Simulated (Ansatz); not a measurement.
Consider As vacancy in zinc-blende AlAs, charge state +1. Level of theory: PBE, PAW (plane waves to 420 eV; Ansatz, an electronic-structure program).

Cell of 64 host sites held at the relaxed PBE lattice; one k-point at (0.250, 0.250, 0.250); Fermi-Dirac width 0.01 eV, spin-restricted; finite-size errors left in. Energies are static. The charge state is imposed; whether it is stable for some Fermi level was not computed. Forms of the defect that were not tried may lie lower.

Barriers: single points on a 2×2×2 k-point mesh shifted by half a step at the bands' geometries (they differ from the bands' own by up to 0.05 eV, and are uncertain by about as much).

Relaxed starting cell (atoms counted from 1):

```
CELL_PARAMETERS angstrom
     11.45723     0.00000     0.00000
      0.00000    11.45723     0.00000
      0.00000     0.00000    11.45723
ATOMIC_POSITIONS crystal
  Al 0.99847 0.99846 0.99925
  Al 0.00666 0.00650 0.48437
  Al 0.99970 0.49714 0.00193
  Al 0.99961 0.50066 0.49751
  Al 0.49720 0.99958 0.00191
  Al 0.50073 0.99955 0.49750
  Al 0.50022 0.50015 0.00085
  Al 0.50254 0.50248 0.50159
  As 0.12466 0.12460 0.87645
  As 0.12466 0.62608 0.37496
  As 0.12423 0.62596 0.87626
  As 0.62613 0.12460 0.37495
  As 0.62602 0.12415 0.87628
  As 0.62602 0.62590 0.37449
  As 0.62456 0.62448 0.87481
  Al 0.00653 0.23406 0.25695
  Al 0.99960 0.24709 0.75102
  Al 0.99846 0.74889 0.24880
  Al 0.99968 0.75161 0.74747
  Al 0.50073 0.24710 0.24988
  Al 0.50253 0.25125 0.75283
  Al 0.49717 0.75160 0.24991
  Al 0.50022 0.75055 0.75049
  As 0.12409 0.36906 0.13006
  As 0.12226 0.37750 0.62792
  As 0.12281 0.87555 0.12591
  As 0.12407 0.87974 0.61939
  As 0.62444 0.37383 0.12568
  As 0.62585 0.37489 0.62521
  As 0.62333 0.87407 0.12444
  As 0.62445 0.87531 0.62419
  Al 0.23413 0.00642 0.25678
  Al 0.24712 0.99953 0.75100
  Al 0.24711 0.50065 0.24985
  Al 0.25128 0.50245 0.75280
  Al 0.74901 0.99841 0.24879
  Al 0.75170 0.99959 0.74746
  Al 0.75170 0.49711 0.24990
  Al 0.75066 0.50015 0.75051
  As 0.36909 0.12414 0.13007
  As 0.37750 0.12218 0.62786
  As 0.37389 0.62438 0.12568
  As 0.37493 0.62576 0.62523
  As 0.87563 0.12278 0.12593
  As 0.87983 0.12406 0.61937
  As 0.87415 0.62329 0.12440
  As 0.87538 0.62437 0.62418
  Al 0.24994 0.24994 0.00112
  Al 0.27271 0.27270 0.52307
  Al 0.25017 0.75100 0.00134
  Al 0.24994 0.75076 0.50030
  Al 0.75109 0.25013 0.00137
  Al 0.75084 0.24987 0.50032
  Al 0.74933 0.74926 0.99957
  Al 0.75108 0.75099 0.50047
  As 0.37747 0.37744 0.37251
  As 0.37493 0.37489 0.87609
  As 0.36906 0.87976 0.37450
  As 0.37389 0.87533 0.87473
  As 0.87988 0.36896 0.37446
  As 0.87540 0.37385 0.87476
  As 0.87562 0.87555 0.37318
  As 0.87415 0.87407 0.87362
```
Cell charge +1.

End state 1 differs by these moves (Å; atoms that move under 0.08 Å are left out):

| atom | element | Δx | Δy | Δz |
|---|---|---|---|---|
| 2 | Al | -0.09 | -0.09 | 0.16 |
| 4 | Al | 0.07 | -0.18 | 0.08 |
| 9 | As | 0.00 | 0.05 | -0.08 |
| 10 | As | 0.00 | -0.08 | 0.05 |
| 16 | Al | -0.09 | 0.16 | -0.09 |
| 17 | Al | 0.08 | 0.08 | -0.18 |
| 25 | As | 0.01 | -2.89 | -2.89 |
| 32 | Al | 0.19 | -0.07 | -0.07 |
| 35 | Al | 0.25 | 0.23 | 0.23 |
| 40 | As | 0.06 | 0.01 | -0.07 |
| 41 | As | -0.10 | 0.08 | -0.05 |
| 47 | As | 0.05 | -0.07 | 0.00 |
| 49 | Al | -0.45 | -0.18 | -0.18 |
| 56 | As | -0.10 | -0.05 | 0.08 |
| 58 | As | 0.06 | -0.07 | 0.01 |
| 61 | As | 0.05 | 0.00 | -0.07 |

Task: What is the computed forward and backward barriers to end state 1 (PBE, PAW)?

Result: forward 2.04 eV, backward 2.04 eV; at the saddle point atom 25 has neighbours Al at 2.36, 2 Al at 2.54 Å. The program found a first-order saddle point.
